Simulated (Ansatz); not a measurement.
# Be3N2 (P6₃/mmc, No. 194, 10 atoms in the cell; start mp-6977; a measured phase of this formula has another space group)

These are LDA (plane waves, PAW; Ansatz, a program for electronic structure) values and carry that method's errors.

Numerical settings: plane-wave cutoff 500 eV, 18×18×4 k mesh (along the axes of the cell as run), gaussian smearing 0.02 eV, scalar-relativistic PAW data made under PBE.

Cell (relaxed at this level):

```
CELL_PARAMETERS angstrom
      2.81131     0.00000     0.00000
     -1.40566     2.43467     0.00000
      0.00000     0.00000     9.61312
ATOMIC_POSITIONS crystal
  Be 0.33333 0.66667 0.07810
  Be 0.66667 0.33333 0.92190
  Be 0.66667 0.33333 0.57810
  Be 0.33333 0.66667 0.42190
  Be 0.00000 0.00000 0.25000
  Be 0.00000 0.00000 0.75000
  N  0.00000 0.00000 0.00000
  N  0.00000 0.00000 0.50000
  N  0.33333 0.66667 0.25000
  N  0.66667 0.33333 0.75000
```

```yaml
band_gap: 3.33 eV (on the SCF k mesh)
```

Note: the relaxation could not lower the start's symmetry, so the cell can be a saddle point above a distorted one.

The computed numbers hold no vibrational or temperature effects.

Cost on a shared machine: about 40 core-seconds (a rough figure).

A start named mp-… is a Materials Project structure, which need not be a measured phase.
